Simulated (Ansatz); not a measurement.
Ansatz (a program for electronic structure), DFT, PBE, plane waves, its default PAW files: fcc Cu, atoms displaced (Cu32), 32 atoms. Basis and mesh were picked for this test and aren't claimed converged.

Ansatz 0.2 input:
```yaml
crystal:
  lattice:
    - [7.23, 0.0, 0.0]
    - [0.0, 7.23, 0.0]
    - [0.0, 0.0, 7.23]
  atoms:
    - { symbol: Cu, position: [0.005237, 0.995477, 0.991163] }
    - { symbol: Cu, position: [0.001457, 0.250266, 0.243282] }
    - { symbol: Cu, position: [0.250319, 0.999349, 0.249833] }
    - { symbol: Cu, position: [0.251435, 0.255471, 0.999714] }
    - { symbol: Cu, position: [0.995595, 0.005525, 0.497196] }
    - { symbol: Cu, position: [0.994205, 0.247658, 0.751582] }
    - { symbol: Cu, position: [0.24843, 0.006953, 0.747666] }
    - { symbol: Cu, position: [0.244802, 0.248602, 0.509118] }
    - { symbol: Cu, position: [0.997198, 0.503709, 0.003258] }
    - { symbol: Cu, position: [0.00311, 0.749704, 0.249543] }
    - { symbol: Cu, position: [0.25313, 0.492407, 0.253692] }
    - { symbol: Cu, position: [0.250733, 0.747652, 0.006161] }
    - { symbol: Cu, position: [0.9994, 0.496734, 0.503702] }
    - { symbol: Cu, position: [0.995448, 0.746856, 0.745309] }
    - { symbol: Cu, position: [0.254, 0.496793, 0.747723] }
    - { symbol: Cu, position: [0.249517, 0.748136, 0.503049] }
    - { symbol: Cu, position: [0.495356, 0.001345, 0.991397] }
    - { symbol: Cu, position: [0.505279, 0.251962, 0.247173] }
    - { symbol: Cu, position: [0.743935, 0.991137, 0.249731] }
    - { symbol: Cu, position: [0.749844, 0.248589, 0.000244] }
    - { symbol: Cu, position: [0.499127, 0.002898, 0.504818] }
    - { symbol: Cu, position: [0.496612, 0.242142, 0.748074] }
    - { symbol: Cu, position: [0.752562, 0.000087, 0.749326] }
    - { symbol: Cu, position: [0.750741, 0.257773, 0.494199] }
    - { symbol: Cu, position: [0.502857, 0.497302, 0.004198] }
    - { symbol: Cu, position: [0.505098, 0.752797, 0.253838] }
    - { symbol: Cu, position: [0.748729, 0.502147, 0.252389] }
    - { symbol: Cu, position: [0.738031, 0.752953, 0.998692] }
    - { symbol: Cu, position: [0.505731, 0.499838, 0.494501] }
    - { symbol: Cu, position: [0.494453, 0.74785, 0.755288] }
    - { symbol: Cu, position: [0.743437, 0.497826, 0.753012] }
    - { symbol: Cu, position: [0.756729, 0.743049, 0.50085] }
kpoints:
  mp_grid: { grid: [3, 3, 3] }
hamiltonian:
  xc: pbe
  pseudopotentials: { kind: paw }
scf:
  occupations: { method: fermi_dirac, width: 0.1 }
output:
  forces: true
```

```bash
OMP_NUM_THREADS=32 ANSATZ_TIMINGS=1 ansatz run --backend cpu --threads 32 --max-ram 4220MiB --events-out run.ndjson --runs-dir run.runs --progress --plain run.yaml
```

The program reports k-points after symmetry: 14, bands at the start: 336, electrons: 608, plane waves at Γ: 7249, cutoff (eV): 420, FFT grid: 50×50×50, symmetry operations: 1.

Hardware: Arm Neoverse V2, 96 cores on 1 socket, no SMT, 1 L3 cache group.

On 32 threads this takes 14 s. Wall times, medians of two to five repeats, each run alone on the node (launch to exit). Unless noted, each process is bound to its own block of adjacent cores. The build: release build for Arm (Neoverse V2), one process with threads; another build can shift the numbers. Scratch files lie in a memory file system.

**Question.** Make this run faster without changing its result beyond 1.0 meV/atom in energy, 10 meV/Å in forces (largest component). Keep to 32 cores.

**Answer.** Several could match; the one computed here: going from --max-ram 4220MiB to --max-ram 200GiB, one of the fastest among the values tried that keep the result.

```diff
-OMP_NUM_THREADS=32 ANSATZ_TIMINGS=1 ansatz run --backend cpu --threads 32 --max-ram 4220MiB --events-out run.ndjson --runs-dir run.runs --progress --plain run.yaml
+OMP_NUM_THREADS=32 ANSATZ_TIMINGS=1 ansatz run --backend cpu --threads 32 --max-ram 200GiB --events-out run.ndjson --runs-dir run.runs --progress --plain run.yaml
```

Time: 14 s to 10 s (1.4× as fast). The largest move is in band solves (diag): 12 s to 9.1 s. The plan models 3.4 GiB in the first run and 12 GiB in the second, and the runs differ in these notices: slots_ram_shed. What the program resolved moves too: eigensolver slots from 1 to 14. These two results differ by: energy equal as printed, forces (largest component) equal as printed. Others tried: --max-ram 19000MiB (10 s); --max-ram 14060MiB (11 s); --max-ram 10400MiB (11 s); --max-ram 7700MiB (12 s); --max-ram 5700MiB (13 s); --max-ram 3120MiB (21 s).
